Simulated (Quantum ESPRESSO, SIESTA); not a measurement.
A Quantum ESPRESSO input for a self-consistent single point of CdS (F-43m, 2 atoms in the cell) (DFT, PBE, plane waves, SSSP 1.1.2 efficiency (PBE) pseudopotentials):

```fortran
&control
 calculation = 'scf',
 outdir = './tmp/',
 pseudo_dir = './',
 tprnfor = .true.,
 tstress = .true.,
/
&system
 ibrav = 2,
 A = 5.9100420000,
 nat = 2,
 ntyp = 2,
 ecutwfc = 45,
 ecutrho = 360,
 occupations = 'fixed',
 nbnd = 15,
/
&electrons
 conv_thr = 1e-10,
 mixing_beta = 0.7,
/
ATOMIC_SPECIES
Cd   112.4140  Cd.pbe-dn-rrkjus_psl.0.3.1.UPF
S     32.0600  s_pbe_v1.4.uspp.F.UPF
ATOMIC_POSITIONS crystal
Cd    0.0000000000    0.0000000000    0.0000000000
S     0.2500000000    0.2500000000    0.2500000000
K_POINTS automatic
7 7 7  0 0 0
```

Problem. Write the same calculation as an input for SIESTA.

Solution. One input that does it (others would too):

```
# files in the folder: Cd.psml S.psml (PseudoDojo PBE standard)
SystemName  CdS
SystemLabel siesta

NumberOfAtoms                2
NumberOfSpecies              2
%block ChemicalSpeciesLabel
  1 48 Cd
  2 16 S
%endblock ChemicalSpeciesLabel
LatticeConstant              1.0 Ang
%block LatticeVectors
     0.000000000    2.955021000    2.955021000
     2.955021000    0.000000000    2.955021000
     2.955021000    2.955021000    0.000000000
%endblock LatticeVectors
AtomicCoordinatesFormat      Bohr
%block AtomicCoordinatesAndAtomicSpecies
     0.000000000    0.000000000    0.000000000  1
     2.792090191    2.792090191    2.792090191  2
%endblock AtomicCoordinatesAndAtomicSpecies

XC.functional                GGA
XC.authors                   PBE
PAO.BasisSize                DZP
PAO.EnergyShift              0.01 Ry
MeshCutoff                   400 Ry
%block kgrid.MonkhorstPack
    7   0   0  0.0
    0   7   0  0.0
    0   0   7  0.0
%endblock kgrid.MonkhorstPack
OccupationFunction           FD
ElectronicTemperature        10 K

MaxSCFIterations             150
SCF.Mixer.Method             Pulay
SCF.Mixer.Weight             0.25
SCF.Mixer.History            6
SCF.DM.Tolerance             1.0E-04
Diag.ParallelOverK           true
WriteForces                  true
```

Basis, cutoffs, solver keys and any potentials are the target program's own. This input uses DFT, GGA PBE, numerical atomic orbitals DZP, PseudoDojo PBE standard norm-conserving potentials (rewritten from UPF to PSML). Both were run: pressure -0.17 GPa in Quantum ESPRESSO and -2.44 in SIESTA; gap on the mesh 1.034 eV in Quantum ESPRESSO and 1.256 in SIESTA.

On Quantum ESPRESSO: the starting cell comes from a database of computed structures (which also holds hypothetical and non-ambient phases and stackings), without a prior relaxation at this level. Its lattice was rescaled by a random factor within 2.5 % of one.

On SIESTA: the starting cell comes from a database of computed structures (which also holds hypothetical and non-ambient phases and stackings), without a prior relaxation at this level. Its lattice was rescaled by a random factor within 2.5 % of one. Values carry the incompleteness of an atom-centred basis.
